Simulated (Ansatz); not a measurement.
We consider Bi2S3 (model structure, started from the A-La2O3 type, P-3m1, No. 164, 5 atoms in the cell), described by r²SCAN+SOC (PAW; Ansatz, an electronic-structure program).

Run with plane-wave cutoff 560 eV, 12×12×4 k mesh (along the axes of the cell as run), Fermi–Dirac smearing 0.01 eV, PAW data made under PBE.

Cell (relaxed with PBEsol):

```cif
data_Bi2S3
_chemical_formula_sum 'Bi2 S3'
_space_group_name_H-M_alt 'P-3m1'
_space_group_IT_number 164
_space_group_name_Hall '-P 3 2"'
_cell_length_a 3.99572
_cell_length_b 3.99572
_cell_length_c 9.55701
_cell_angle_alpha 90.000
_cell_angle_beta 90.000
_cell_angle_gamma 120.000
loop_
_atom_site_label
_atom_site_type_symbol
_atom_site_symmetry_multiplicity
_atom_site_Wyckoff_symbol
_atom_site_fract_x
_atom_site_fract_y
_atom_site_fract_z
_atom_site_occupancy
Bi1 Bi 2 d 0.33333 0.66667 0.19340 1
S1 S 1 a 0.00000 0.00000 0.00000 1
S2 S 2 d 0.66667 0.33333 0.34393 1
```

Problem. Estimate the band gap that the calculation returns.

Solution. 
- band gap: 0.52 eV (direct)

Note: the relaxation could raise the start's symmetry but not lower it, so the cell can be a saddle point; cell and atoms aren't relaxed at this level (largest force component 0.13 eV/Å, pressure 1.9 GPa).

Computed values are for the static lattice.

A model structure was made by putting elements into a prototype or built by hand; it is no filed structure, need not be a known phase, and can be a saddle point held by its symmetry.
